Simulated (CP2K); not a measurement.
A self-consistent single point of Os (P6_3/mmc, 2 atoms in the cell) with CP2K

Computed with PBE, GPW, DZVP-MOLOPT-SR-GTH basis, GTH-PBE potentials (GTH_POTENTIALS) (CP2K).

This input was run:

```
&GLOBAL
  PROJECT os
  RUN_TYPE ENERGY_FORCE
  PRINT_LEVEL LOW
&END GLOBAL
&FORCE_EVAL
  METHOD Quickstep
  STRESS_TENSOR ANALYTICAL
  &DFT
    BASIS_SET_FILE_NAME BASIS_MOLOPT
    POTENTIAL_FILE_NAME GTH_POTENTIALS
    &QS
      METHOD GPW
      EPS_DEFAULT 1E-10
    &END QS
    &MGRID
      CUTOFF 500
      REL_CUTOFF 50
      NGRIDS 5
    &END MGRID
    &SCF
      SCF_GUESS ATOMIC
      EPS_SCF 1E-6
      MAX_SCF 100
      ADDED_MOS 6
      &DIAGONALIZATION
        ALGORITHM STANDARD
      &END DIAGONALIZATION
      &MIXING
        METHOD BROYDEN_MIXING
        ALPHA 0.2
        NBUFFER 8
        BETA 1
      &END MIXING
      &SMEAR ON
        METHOD GAUSSIAN
        SIGMA [eV] 0.136
      &END SMEAR
    &END SCF
    &KPOINTS
      SCHEME MONKHORST-PACK 11 11 6
      GAMMA_CENTERED T
    &END KPOINTS
    &XC
      &XC_FUNCTIONAL PBE
      &END XC_FUNCTIONAL
    &END XC
    &PRINT
      &MO
        EIGENVALUES T
        OCCUPATION_NUMBERS T
        NDIGITS 8
        FILENAME mo
        &EACH
          QS_SCF 0
        &END EACH
        ADD_LAST NUMERIC
      &END MO
      &MULLIKEN OFF
      &END MULLIKEN
    &END PRINT
  &END DFT
  &SUBSYS
    &CELL
      ABC 2.73000000 2.72999969 4.32000000
      ALPHA_BETA_GAMMA 90.00000000 90.00000000 120.00000370
      PERIODIC XYZ
    &END CELL
    &COORD
      SCALED
      Os       0.33333333     0.66666667     0.25000000
      Os       0.66666667     0.33333333     0.75000000
    &END COORD
    &KIND Os
      BASIS_SET DZVP-MOLOPT-SR-GTH-q16
      POTENTIAL GTH-PBE-q16
    &END KIND
  &END SUBSYS
  &PRINT
    &FORCES ON
    &END FORCES
    &STRESS_TENSOR ON
    &END STRESS_TENSOR
  &END PRINT
&END FORCE_EVAL
```

Log, with long lists cut:

```
 GLOBAL| Method name                                                        CP2K
 GLOBAL| Project name                                                         os
 GLOBAL| Run type                                                   ENERGY_FORCE

 TOTAL NUMBERS AND MAXIMUM NUMBERS

  Total number of            - Atomic kinds:                                   1
                             - Atoms:                                          2
                             - Shell sets:                                     2
                             - Shells:                                        16
                             - Primitive Cartesian functions:                 12
                             - Cartesian basis functions:                     62
                             - Spherical basis functions:                     52

  Maximum angular momentum of- Orbital basis functions:                        3
                             - Local part of the GTH pseudopotential:          2
                             - Non-local part of the GTH pseudopotential:      4

 SCF PARAMETERS         Density guess:                                    ATOMIC
                        max_scf:                                             100
                        max_diis:                                              4
                        eps_scf:                                        1.00E-06
                        eps_diis:                                       1.00E-01
                        eps_eigval:                                     1.00E-05
                        level_shift [a.u.]:                             0.000000
                        added MOs                                         6    0
                        Mixing method:                            BROYDEN_MIXING
                                                charge density mixing in g-space
                        Smear method:                                   GAUSSIAN
                        Smearing width (sigma) [a.u.]:                  5.00E-03
                        Accuracy threshold:                             1.00E-10
                        No outer SCF

 Extrapolation method: initial_guess

 Number of electrons:                                                         32
 Number of occupied orbitals:                                                 16
 Number of molecular orbitals:                                                22

 Number of orbital functions:                                                 52
 Number of independent orbital functions:                                     52

 SCF WAVEFUNCTION OPTIMIZATION

  Step     Update method      Time    Convergence         Total energy    Change
     1 NoMix/Diag. 0.20E+00      -     1.11199465      -184.6472176337 -1.85E+02
     2 Broy./Diag. 0.20E+00      -     0.00886671      -184.7584357461 -1.11E-01
     3 Broy./Diag. 0.20E+00      -     0.02702358      -184.0518194895  7.07E-01
     4 Broy./Diag. 0.20E+00      -     0.00071915      -183.5873567305  4.64E-01
     5 Broy./Diag. 0.20E+00      -     0.00092539      -183.6161915965 -2.88E-02
     6 Broy./Diag. 0.20E+00      -     0.00001450      -183.6313034755 -1.51E-02
     7 Broy./Diag. 0.20E+00      -     0.00004641      -183.6336628582 -2.36E-03
     8 Broy./Diag. 0.20E+00      -     0.00000138      -183.6339179466 -2.55E-04
     9 Broy./Diag. 0.20E+00      -     0.00000516      -183.6338136537  1.04E-04
    10 Broy./Diag. 0.20E+00      -     0.00000023      -183.6338057690  7.88E-06

  *** SCF run converged in    10 steps ***

  Electronic density on regular grids:        -31.9999999997        0.0000000003
  Core density on regular grids:               31.9999999977       -0.0000000023
  Total charge density on r-space grids:       -0.0000000020
  Total charge density g-space grids:          -0.0000000020

  Overlap energy of the core charge distribution:               0.00000000261911
  Self energy of the core charge distribution:               -277.75487190043384
  Core Hamiltonian energy:                                     61.07554566007244
  Hartree energy:                                              52.27095917505756
  Exchange-correlation energy:                                -19.22487713914483
  Smearing free energy correction:                             -0.00056156766751
  Fermi energy:                                                 0.68156294698580

  Total energy:                                              -183.63380576902006
  Total energy (extrapolated to sigma->0):                   -183.63352498518631

 ENERGY| Total FORCE_EVAL ( QS ) energy [hartree]           -183.633804743274510

 FORCES| Atomic forces [hartree/bohr]
 FORCES|   Atom     x               y               z               |f|
 FORCES|      1  4.06476787E-09 -2.15787046E-08 -5.02934027E-15   2.19582065E-08
 FORCES|      2 -4.06476112E-09  2.15784529E-08 -3.52766404E-14   2.19579579E-08
 FORCES| Sum     6.74973616E-15 -2.51706514E-13 -4.03059807E-14
 FORCES| Total atomic force                                       2.55002549E-13

 STRESS| Analytical stress tensor [bar]
 STRESS|                        x                   y                   z
 STRESS|      x        6.07209521987E+04   6.26785231867E-03   9.73781856891E-09
 STRESS|      y        6.26785231867E-03   6.07217962229E+04   2.51154749090E-09
 STRESS|      z        9.73781856891E-09   2.51154749090E-09   5.28979824516E+04
 STRESS| 1/3 Trace                                             5.81135769577E+04
```

The run converged in 10 iterations.

The starting cell has typed, rounded lattice constants, without a prior relaxation at this level. Spin polarisation is off. Values carry the incompleteness of an atom-centred basis. With a pressure of about 6 GPa the cell is away from its equilibrium volume at this level.

Cost on one core of a shared machine: roughly 80 s.
